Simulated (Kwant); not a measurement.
System: quantum point contact (saddle potential) in a CdTe two-dimensional gas. Effective mass 0.096 mₑ, grid spacing 7.5 nm, hard walls, nominal width 150 nm (19 grid rows, so walls 150 nm apart), one parabolic valley, scattering region 450 nm long along x; energies count from the band bottom; Fermi energy 0.000938 eV. Potential (V0 + ½k y²) cos²(πx/L) for |x| < L/2, with V0 swept from 0.0009849 to 0 eV, k = 1.6e-06 eV/nm², L = 190 nm.

Constants are typed, rounded textbook-type inputs, not results; the design itself was drawn at random and stands for no fabricated device.

Kwant, effective-mass tight-binding model on a square grid, one spin, coherent transport at 0 K. Conductance is in e²/h.

Density of the scattering states that come in from the left lead, at gate = 0.00048531 eV, in bins, relative to the largest site value (x marks bins outside the device):

```
|00000000000000000000000000000000000000000000|
|21100001233321100000000000000000000000000000|
|43200013456543210000000000000000000000000000|
|75310024688865321100000000000000000000000000|
|86410025899975432210000000000000000000000000|
|86420026899875543321100000000000000000000000|
|66420025787654555432110000000000000000000000|
|55420014564323456543221100000000000000000000|
|34420013442102356654321110000000000000000000|
|34420013431001367754321110000000000000000000|
|34420013442102356654321110000000000000000000|
|55420014564323456543221100000000000000000000|
|66420025787654555432110000000000000000000000|
|86420026899875543321100000000000000000000000|
|86410025899975432210000000000000000000000000|
|75310024688865321100000000000000000000000000|
|43200013456543210000000000000000000000000000|
|21100001233321100000000000000000000000000000|
|00000000000000000000000000000000000000000000|
```
Scale: ten equal steps from 0.000 (start of '0') to 0.984 (end of '9'), in the order '0123456789'; x runs from -213 to 213, y from -64.4 (bottom) to 64.4 (top).

The conductance there is 0.23 e²/h with 2 open channel(s) in the leads.
